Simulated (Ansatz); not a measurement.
**Effect of uniaxial stress, 8 GPa compression along z on Cu3N**

Take Cu$_{3}$N (space group Pm-3m, No. 221; a = 3.765 Å) as the base. Axes: x, y, z lie along the cube axes.

Modification: uniaxial stress, 8 GPa compression along z, with the cell and atoms free to relax against it.

The values are results of PBEsol/PAW in Ansatz (a quantum-chemistry and plane-wave program), no spin-orbit coupling, earlier PAW set, not measurements. Settings: 12×12×12 k-points, 0.05 eV Fermi–Dirac smearing.

```json
[
 {"quantity": "space group", "base": "Pm-3m (No. 221)", "changed": "P4/mmm (No. 123)", "shift": "–"},
 {"quantity": "energy relative to the base (free energy F)", "base": "0 meV/atom", "changed": "+8.7 meV/atom", "shift": "+8.7 meV/atom"},
 {"quantity": "band gap", "base": "zero", "changed": "zero", "shift": "–"},
 {"quantity": "strain response (xx, yy, zz) (rough)", "base": "–", "changed": "(+0.52, +0.52, −2.72) %", "shift": "–"}
]
```

Cost of the whole job for the changed cell (relaxation, final SCF and bands): very roughly 100 core-seconds.

Without a gap, meshes like the base's 12×12×12 leave anisotropic stresses uncertain by several tenths of a GPa, and small strain energies with them. Stability under load was not tested beyond the relaxation. All final runs are without spin polarisation. Gaps under 0.05 eV, about the width of the smearing, are given as zero. The zero or small gap of Cu3N can change with the level of theory.
